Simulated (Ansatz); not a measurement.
Results of PBEsol in Ansatz (PAW) for CsPbBr3 (model structure, started from the 2H-BaNiO3 type, P6₃/mmc, No. 194, 10 atoms in the cell).

Settings: plane-wave cutoff 500 eV, 6×6×6 k mesh, Fermi–Dirac smearing 0.05 eV, scalar-relativistic PAW data made under PBE.

Cell (relaxed at this level):

```cif
data_Br6Cs2Pb2
_chemical_formula_sum 'Cs2 Pb2 Br6'
_space_group_name_H-M_alt 'P63/mmc'
_space_group_IT_number 194
_space_group_name_Hall '-P 6c 2c'
_cell_length_a 7.84970
_cell_length_b 7.84970
_cell_length_c 7.32282
_cell_angle_alpha 90.000
_cell_angle_beta 90.000
_cell_angle_gamma 120.000
loop_
_atom_site_label
_atom_site_type_symbol
_atom_site_symmetry_multiplicity
_atom_site_Wyckoff_symbol
_atom_site_fract_x
_atom_site_fract_y
_atom_site_fract_z
_atom_site_occupancy
Cs1 Cs 2 d 0.66667 0.33333 0.25000 1
Pb1 Pb 2 a 0.00000 0.00000 0.00000 1
Br1 Br 6 h 0.17457 0.34913 0.25000 1
```

Estimate the band gap that the calculation returns.


- band gap = 2.47 eV (on the SCF k mesh)

Note: the relaxation could raise the start's symmetry but not lower it, so the cell can be a saddle point.

Spin–orbit coupling is not included; with these elements it can move the gap by several tenths of an eV or more.

Computing time: about 12 core-minutes (a rough figure).

A model structure was made by putting elements into a prototype or built by hand; it is no filed structure, need not be a known phase, and can be a saddle point held by its symmetry.

Ansatz is an electronic-structure program.
